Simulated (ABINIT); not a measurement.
Band structure of AlSn (P-6m2, 2 atoms in the cell).

```
CELL_PARAMETERS angstrom
      4.19811     0.00000     0.00000
     -2.09905     3.63567     0.00000
      0.00000     0.00000     3.30685
ATOMIC_POSITIONS crystal
  Al 0.00000 0.00000 0.00000
  Sn 0.33333 0.66667 0.50000
```

Method of the run: LDA (PW92), norm-conserving pseudopotentials (PseudoDojo nc-sr-04 LDA standard) (plane waves; ABINIT).

Settings: pseudos = [Al.upf, Sn.upf]; ecut = 72 Ry; occopt = 7; tsmear = 0.00367493 Ha; ngkpt = 7 7 8; nshiftk = 1; shiftk = 0 0 0; potentials = PseudoDojo nc-sr-04 LDA standard; kptopt = 1; nstep = 100; toldfe1 = 1e-09 Ha; ndtset = 2; getden2 = 1.

The starting cell comes from a database of computed structures (which also holds hypothetical and non-ambient phases and stackings), without a prior relaxation at this level.

Levels in eV from the Fermi level, bands 5 to 12:
```json
[
 {"point": "Γ", "5": "-21.14", "6": "-10.47", "7": "-0.21", "8": "-0.21", "9": "0.58", "10": "2.58", "11": "3.17", "12": "3.17"},
 {"point": "M", "5": "-21.15", "6": "-8.67", "7": "-6.31", "8": "-1.80", "9": "0.58", "10": "4.38", "11": "6.46", "12": "7.20"},
 {"point": "K", "5": "-21.15", "6": "-8.27", "7": "-6.30", "8": "-3.92", "9": "4.96", "10": "5.45", "11": "5.73", "12": "5.97"},
 {"point": "A", "5": "-21.09", "6": "-7.49", "7": "-6.19", "8": "2.67", "9": "2.67", "10": "3.63", "11": "3.63", "12": "3.71"},
 {"point": "L", "5": "-21.08", "6": "-5.84", "7": "-4.20", "8": "-3.14", "9": "-2.32", "10": "1.18", "11": "2.43", "12": "3.73"},
 {"point": "H", "5": "-21.07", "6": "-5.51", "7": "-3.58", "8": "-3.05", "9": "-2.60", "10": "-0.86", "11": "0.24", "12": "7.64"}
]
```

Bands cross the Fermi level along this path, so the cell is metallic at this level.
